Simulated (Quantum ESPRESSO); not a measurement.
A self-consistent single point of CoAl (P1, 2 atoms in the cell) with Quantum ESPRESSO.

Level of theory: PBEsol, PSlibrary PAW (PBE) pseudopotentials (plane waves; Quantum ESPRESSO).

```
CoAl
1.0
    2.86000     0.00000     0.00000
    0.00000     2.86000     0.00000
    0.00000     0.00000     2.86000
Al Co
1 1
Cartesian
  1.43564   1.41420   1.41325
 -0.00564   0.01580   0.01675
```

Reference input (self-consistent single point, DFT, PBEsol, plane waves, PSlibrary PAW (PBE) pseudopotentials): ecutwfc = 50 Ry; ecutrho = 300 Ry; occupations = smearing; smearing = cold; degauss = 0.019992 Ry; input_dft = pbesol; potentials = {Al: Al.pbe-n-kjpaw_psl.1.0.0.UPF, Co: Co.pbe-n-kjpaw_psl.1.0.0.UPF}; K_POINTS = automatic 12 12 12 0 0 0; conv_thr = 1e-11 Ry; mixing_beta = 0.4. This run's input differs from it in these lines:

```diff
@@ -15,4 +15,4 @@
  occupations = 'smearing'
- smearing = 'cold'
- degauss = 0.019992
+ smearing = 'mp'
+ degauss = 0.0073499
  input_dft = 'pbesol'
```

Output (repeated stretches shortened):

```
     Self-consistent Calculation

     iteration #  1     ecut=    50.00 Ry     beta= 0.40

     total energy              =    -198.19385086 Ry
     estimated scf accuracy    <       0.14346057 Ry

     iteration #  2     ecut=    50.00 Ry     beta= 0.40

     total energy              =    -198.20972141 Ry
     estimated scf accuracy    <       0.54605077 Ry

     iteration #  3     ecut=    50.00 Ry     beta= 0.40

     total energy              =    -198.25722540 Ry
     estimated scf accuracy    <       0.00936008 Ry

   [... 7 blocks of this kind left out ...]

     iteration # 11     ecut=    50.00 Ry     beta= 0.40

     total energy              =    -198.25973241 Ry
     estimated scf accuracy    <          2.3E-11 Ry

     iteration # 12     ecut=    50.00 Ry     beta= 0.40
     c_bands:  1 eigenvalues not converged
     End of self-consistent calculation

     Number of k-points >= 100: set verbosity='high' to print the bands.

     the Fermi energy is    11.9869 ev

!    total energy              =    -198.25973241 Ry
     estimated scf accuracy    <          5.2E-12 Ry
     smearing contrib. (-TS)   =      -0.00000597 Ry
     internal energy E=F+TS    =    -198.25972644 Ry

     convergence has been achieved in  12 iterations

     Forces acting on atoms (cartesian axes, Ry/au):

     atom    1 type  1   force =    -0.00308941    0.00862970    0.00914473
     atom    2 type  2   force =     0.00308941   -0.00862970   -0.00914473

     Total force =     0.018311     Total SCF correction =     0.000007

          total   stress  (Ry/bohr**3)                   (kbar)     P=      -71.92
  -0.00048677  -0.00000402  -0.00000426          -71.61       -0.59       -0.63
  -0.00000402  -0.00048974   0.00001189           -0.59      -72.04        1.75
  -0.00000426   0.00001189  -0.00049015           -0.63        1.75      -72.10

   JOB DONE.
```

The run converged in 12 iterations. Against the reference run the free energy goes up by 2.2 meV/atom, the pressure hardly changes (-7.13 to -7.19 GPa) and the largest force stays at 0.333 eV/Å.

The starting cell has typed, rounded lattice constants, without a prior relaxation at this level. Its atoms were displaced at random from the sites of space group no. 221. Spin polarisation is off. With a pressure of about -7 GPa the cell is away from its equilibrium volume at this level.

Cost on one core of a shared machine: roughly 4 min.
